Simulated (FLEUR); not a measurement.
Worked example: self-consistent single point of LaPd5 (P6/mmm, 6 atoms in the cell) in FLEUR.

Computed with PBEsol, all-electron FLAPW (FLEUR), scalar-relativistic valence.

The change in words: lattice scaled by 0.98. Reference geometry:
```
LaPd5
1.0
    5.34116     0.00000     0.00000
   -2.67058     4.62558     0.00000
    0.00000     0.00000     4.48770
La Pd
1 5
Direct
  0.00000   0.00000   0.00000
  0.00000   0.50000   0.50000
  0.50000   0.00000   0.50000
  0.50000   0.50000   0.50000
  0.33333   0.66667   0.00000
  0.66667   0.33333   0.00000
```

Reference input (self-consistent single point, DFT, PBEsol, all-electron FLAPW (FLEUR), scalar-relativistic valence): Kmax = 4.3 1/bohr; GmaxXC = 12.9 1/bohr; xcFunctional = PBEs; jspins = 1; l_soc = F; mode = gauss; fermiSmearingEnergy = 0.00499791 Htr; mesh (inpgen div1-3) = 7 7 7; inpgen gamma flag = false; Gmax = 12.9 1/bohr; numbands = 0; maxIterBroyd = 99. This run's input differs from it in these lines:

```diff
@@ -3,6 +3,6 @@
 &input film=f /
-1.0000000000 0.0000000062 0.0000000000
--0.5000000053 0.8660254007 0.0000000000
-0.0000000000 0.0000000000 0.8402107631
-10.0933293198
+1.0000000000 -0.0000000269 0.0000000000
+-0.4999999767 0.8660254172 0.0000000000
+0.0000000000 0.0000000000 0.8402107841
+9.8914624859
 1.0 1.0 1.0
@@ -48,5 +48,5 @@
          <bravaisMatrix>
-            <row-1>   10.0933293198000005     0.0000000625786418     0.0000000000000000</row-1>
-            <row-2>   -5.0466647133946454     8.7410795685768541     0.0000000000000000</row-2>
-            <row-3>    0.0000000000000000     0.0000000000000000     8.4805239300087614</row-3>
+            <row-1>    9.8914624859000000    -0.0000002660803409     0.0000000000000000</row-1>
+            <row-2>   -4.9457310124789240     8.5662579260696976     0.0000000000000000</row-2>
+            <row-3>    0.0000000000000000     0.0000000000000000     8.3109134511737750</row-3>
          </bravaisMatrix>
```

The program printed (abridged):

```
 Iteration:     1   Distance:      14.31841292 me/bohr^3
 Iteration:     2   Distance:      11.38856151 me/bohr^3
 Iteration:     3   Distance:       4.57457374 me/bohr^3
 Iteration:     4   Distance:       3.54372289 me/bohr^3
 Iteration:     5   Distance:       2.48225972 me/bohr^3
   [... 10 lines left out ...]
 Iteration:    16   Distance:       0.00035293 me/bohr^3
 Iteration:    17   Distance:       0.00004356 me/bohr^3
 Iteration:    18   Distance:       0.00006749 me/bohr^3
 Iteration:    19   Distance:       0.00000760 me/bohr^3
 Run finished successfully
 Stop message:
   Structural relaxation: Done

[file out, last iteration]
             iter=     20
[...]
          total density-effective poten   -5.5701995281E+04
          total charge density-energy d   -9.0965850002E+02
 Updated energy parameters for spin:           1
[...]
 fermi energy and band-weighting factors:
   [... 6 lines left out ...]

[...]
FERMIE:
          first approx. to ef    (T=0)  :   0.441171 htr   (energy of the highest occ. eigenvalue)
          number of occ. states  (T=0)  :       1447
          first approx. to seigv (T=0)  : -26.277014 htr
          sum of weights of occ. states :  45.510204
          sum of semicore charge        :   0.000000 e
          fermi energy=   0.44151 har   work function= -12.01423 ev
          number of valence electrons=  91.00000
   [... lines left out ...]
          total moment                 =     0.00000
 Direct bandgap for spin            1 :    4.8641506930258704E-003  Htr
 ---->    free energy=                    -33717.5932013797 htr
   [... lines left out ...]
 TOTAL FORCE FOR ATOM TYPE=  1  X=  0.000   Y=  0.000   Z=  0.000
                       FX_TOT= 0.000000 FY_TOT= 0.000000 FZ_TOT= 0.000000
 TOTAL FORCE FOR ATOM TYPE=  2  X= -2.473   Y=  4.283   Z=  4.155
                       FX_TOT= 0.000000 FY_TOT= 0.000000 FZ_TOT= 0.000000
 TOTAL FORCE FOR ATOM TYPE=  3  X=  4.946   Y= -2.855   Z=  0.000
                       FX_TOT= 0.000000 FY_TOT= 0.000000 FZ_TOT= 0.000000
 Structural relaxation: Done
```

The run converged in 19 iterations. FLEUR gives forces in its relaxation mode, with a further iteration, so its stop message speaks of a relaxation. Against the reference run the total energy rises by 3.3 meV/atom.

The starting cell comes from a database of computed structures (which also holds hypothetical and non-ambient phases and stackings), without a prior relaxation at this level. For this run, on top of that: lattice scaled by 0.98. Spin polarisation is off. Values depend on the basis (sphere radii, cutoffs, local orbitals), which need not be converged. The log's line on a gap gives a spacing of levels on this mesh, which the program prints for metals too.

Cost on one core of a shared machine: roughly 7 min.
